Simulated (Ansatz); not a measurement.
# Ag interstitial (alpha quartz host)

Level of theory: PBE, PAW (plane waves to 420 eV; Ansatz, a program for electronic structure). Cell: 243 sites, 3×3×3 repeats of a cell of 9 atoms; final energies on a Γ-point mesh. Site at the start: void with 4O nearest, no. 2. Charged cells carry a point-charge image correction with potential alignment at far atoms. Dielectric constants: PBE linear response of the host. Host gap at this level: 5.68 eV. These values are not converged in cell size to better than tenths of an eV. The semilocal functional narrows the gap, so deep levels can fall outside it. Spin–orbit coupling is left out. Each state is the lowest found from its start.

Formation energies E_f are given with the Fermi level at the valence-band maximum. Chemical conditions: O-rich (Δμ(Ag) = -0.14 eV, bounded by Ag2O (Pn-3m); only phases computed here count, gases as isolated molecules at 0 K). Reference phases: Ag: fcc Ag.

The name describes the start; the neighbours show where the atoms ended.

Charges with a result: +1, 0. Others weren't obtained, and one of them could lie lower, also by skipping a charge.

```
charge         moment (μB)  point group  largest move off a lattice site (Å)  neighbours of the last Ag atom of the defect at the end (Å)  image correction with alignment (eV)  E_f, O-rich (eV)
------  ------------------  -----------  -----------------------------------  -----------------------------------------------------------  ------------------------------------  ----------------
+1      not spin-polarised           C2                                 0.43               O 2.24, O 2.24, O 2.55, O 2.56, O 2.63, O 2.64                                  0.40              0.23
0                      1.0           C2                                 0.61             O 2.43, O 2.43, O 2.70, O 2.70, Si 2.71, Si 2.71                                  0.00              4.69
```

Point groups are those of the whole cell at tolerances of 0.03 and 0.1 Å ("near" where only the looser one holds); none is given for unsettled states.

No other site or start that was run ended lower by more than 0.1 eV.

Transition levels above the valence-band maximum: ε(+1/0) = 4.47 eV. On the lower envelope of the bound states, inside the gap: (+1/0) at 4.47 eV.

Flagged in the runs: a host whose relaxation on this sampling wasn't shown to rest, a strain field that reaches the edge of the cell, zone-centre sampling.
